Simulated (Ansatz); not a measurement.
AgCl, response to strain

The parent structure is AgCl in the CsCl type structure (space group Pm-3m, No. 221; a = 3.395 Å; a model cell, its experimental status unchecked).

Strains are applied to the cell and any free atomic positions relax.

Calculations: r2SCAN (Ansatz, a quantum-chemistry and plane-wave program), without spin-orbit coupling.

```csv
isotropic strain (%),pressure (GPa)
-4.08,9.9
-2.13,?
-1.88,3.8
0,0.0
2.25,-3.2
5.82,-6.2
```

**Question.** Fit P = P₀ − Bδ + Cδ² with δ = (1 + ε)³ − 1 to the rows shown and predict the withheld row.

**Answer.** Least squares on the printed values gives P₀ = 0.1 GPa, B = 63.2 GPa, C = 160 GPa (largest residual 0.3 GPa); this predicts 4.7 GPa, and the run gives 4.4 GPa, 0.3 lower.

No phonon test of stability was made. This is not the structure that AgCl has at room temperature and ambient pressure.
